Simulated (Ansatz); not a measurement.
Partial pair distribution functions of a relaxed model of amorphous Ge12Sb12Te30Al3, broadened by 0.06 Å; density 5.90 g/cm³. Calculation: PBE-D3(BJ), scalar-relativistic without spin-orbit coupling, PAW (Ansatz default set, large-core Te) (plane waves to 420 eV; Ansatz, a program for electronic structure).

It comes from a melt-quench run on a machine-learned potential (CHGNet), relaxed afterwards by DFT. The hot cell started wider than the set density and was brought back towards it in steps. It is the lowest in DFT energy of 3 quenches. It is a model cell: composition and starting density were chosen by hand, and all elements were melted together. The geometry includes D3(BJ) dispersion. Its density started from a set value of 5.69 and ended at 5.90 g/cm³. The simulated quench (nominally 63 K/ps over its main leg) is rapid and tends to freeze in more defects than a deposited or slowly cooled glass has. One small periodic cell is one sample of the glass; other quenches scatter about these values. Volume and shape were free in the relaxation. On a 2×2×2 Γ-centred mesh force components of up to 0.32 eV/Å stay, since the relaxation ran on one k-point at (1/4, 1/4, 1/4).

```csv
r (Å),g Ge-Te,g Sb-Te,g Ge-Ge,g Sb-Sb
2.40,0.00,0.00,0.02,0.00
2.50,0.05,0.00,0.93,0.00
2.60,1.02,0.00,3.71,0.00
2.70,3.54,0.20,1.06,0.01
2.80,6.25,1.62,0.02,0.53
2.90,3.40,4.42,0.00,3.22
3.00,0.81,4.32,0.00,3.39
3.10,1.18,1.79,0.00,1.58
3.20,1.60,1.80,0.00,0.11
3.30,1.53,1.97,0.00,0.71
3.40,1.35,1.93,0.05,0.90
3.50,1.48,0.98,0.74,0.08
3.60,1.75,0.44,0.71,0.48
3.70,1.06,0.41,0.15,1.98
3.80,1.41,0.80,1.28,1.32
3.90,0.71,0.72,1.16,0.38
4.00,0.52,0.53,0.33,0.40
4.10,0.52,0.50,1.60,1.24
4.20,0.57,0.80,2.74,0.86
4.30,0.37,1.23,1.91,0.81
4.40,0.52,0.96,1.23,1.28
4.50,1.01,0.91,1.49,3.05
4.60,1.16,1.53,2.38,2.01
4.70,0.61,0.83,0.63,0.96
4.80,0.74,0.88,0.10,1.38
4.90,0.58,1.24,0.52,1.12
5.00,0.49,0.78,0.22,0.23
5.10,0.68,0.67,0.45,0.00
5.20,0.34,0.56,1.10,0.01
5.30,0.43,0.86,0.90,0.27
5.40,0.85,0.62,0.98,0.62
5.50,0.83,0.58,0.99,0.80
5.60,0.92,0.82,0.94,0.43
5.70,0.85,0.53,1.84,1.15
5.80,1.26,0.64,2.13,1.37
5.90,1.55,1.29,0.91,0.33
```

Within 3.02 Å each Ge has 2.42 Te neighbours on average.
